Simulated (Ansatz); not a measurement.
A computed series for HfS2: pressure series

Start from HfS₂ in the CdI2 type structure (space group P-3m1, No. 164; a = 3.606 Å, c = 5.768 Å; layered, stacked along the Cartesian z axis).

Cell and atoms are relaxed at each pressure.

The values are results of PBE-D3(BJ) (Ansatz, a program for electronic structure; PAW; 420 eV plane waves; no SOC), not measurements.

| variant | band gap | volume per atom |
|---|---|---|
| base | 0.85 eV | 21.65 Å³ |
| pressure −1 GPa | 1.03 eV | 22.50 Å³ |
| pressure 1.8 GPa | 0.61 eV | 20.70 Å³ |
| pressure 4.2 GPa | [?] | [?] |
| pressure 9 GPa | zero | 18.62 Å³ |
| pressure 18 GPa | zero | 17.08 Å³ |
| pressure 30 GPa | zero | 15.64 Å³ |
| pressure 45 GPa | zero | 14.29 Å³ |
| pressure 60 GPa | zero | 13.25 Å³ |

Problem. Some entries are withheld; estimate them.

Solution. 
- pressure 4.2 GPa, band gap: 0.37 eV
- pressure 4.2 GPa, volume per atom: 19.82 Å³

The mesh was chosen for an insulator and is coarse for the gapless case. With Hf present, leaving out spin-orbit coupling can change the band edges. Load acts through the strain it causes; cell and atoms are relaxed under it. Whether these cells are dynamically stable was not tested. No other phases were tried under pressure. The final runs are not spin-polarised. Gaps under 0.05 eV, about the width of the smearing, are given as zero. The zero or small gap of HfS2 under pressure 9 GPa and HfS2 under pressure 18 GPa can change with the level of theory.
